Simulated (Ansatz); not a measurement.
Defect migration in silicon: Sb-vacancy pair (Sb on one host Si site, one Si site vacant), charge state +1. The step: the Sb atom itself jumps into the vacancy (Sb-vacancy distance between ideal sites 2.37 Å throughout); the atom moves 1.48 Å along (0.16, 0.16, 0.16) of the unit cell; the moving atom starts with neighbours 3 Si at 2.63 Å and ends with 3 Si at 2.63 Å. A PBE band in Ansatz (plane-wave PAW, one k-point at (0.250, 0.250, 0.250), 216 host sites, 27 SCF runs with any check of the saddle's order, static, no finite-size correction) gives a forward barrier of 0.27 eV. The saddle point's order was not checked, and it lies on a symmetry element of the cell, where a band can be held. The charge state is imposed; whether it is stable for some Fermi level was not computed. Forms of the defect that were not tried may lie lower.

Single points at the band's start and saddle point can refine it. Rough cost of one point, in units of the band's mean SCF on the same machine:

| Level | Cost of one point |
|---|---|
| PBE, a 2×2×2 k-point mesh shifted by half a step | about 4 |
| r2SCAN at 500 eV, one k-point at (0.250, 0.250, 0.250) | about 3 |

Problem. Which of these move the barrier by more than 0.1 eV, and how far does each move it?

Solution. PBE, a 2×2×2 k-point mesh shifted by half a step: -0.12 eV; r2SCAN at 500 eV, one k-point at (0.250, 0.250, 0.250): +0.19 eV. Each functional is compared with PBE at the same k-points.

Ansatz is a first-principles code.
